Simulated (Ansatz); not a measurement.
The parent structure is Ru in the hcp (Mg type) structure (space group P6_3/mmc, No. 194; a = 2.7043 Å, c = 4.2629 Å; relaxed with 0.1 eV smearing). Axes: x lies along a and z along c of the hexagonal cell.

The values are results of Kohn–Sham DFT with the r2SCAN functional, run in Ansatz (an electronic-structure program) with PAW and 500 eV plane waves, without spin-orbit coupling, not measurements.

Strains are applied to the cell and any free atomic positions relax.

One change was made to it. Results:

The band gap is still zero; the energy increases by 28 meV/atom.

Task: What was done to the base?
A) uniaxial strain ε_zz = −0.50 %
B) uniaxial strain ε_zz = −2.00 %
C) uniaxial strain ε_zz = −1.50 %
D) uniaxial strain ε_zz = −1.00 %
E) uniaxial strain ε_zz = −3.00 %

Result: E, uniaxial strain ε_zz = −3.00 %. For comparison, the energy relative to the base in the other runs: uniaxial strain ε_zz = −1.00 % gives +3.0 meV/atom; uniaxial strain ε_zz = −2.00 % gives +12 meV/atom; uniaxial strain ε_zz = −1.50 % gives +6.7 meV/atom; uniaxial strain ε_zz = −0.50 % gives +0.7 meV/atom.

Whether these cells are dynamically stable was not tested. The final runs are not spin-polarised.
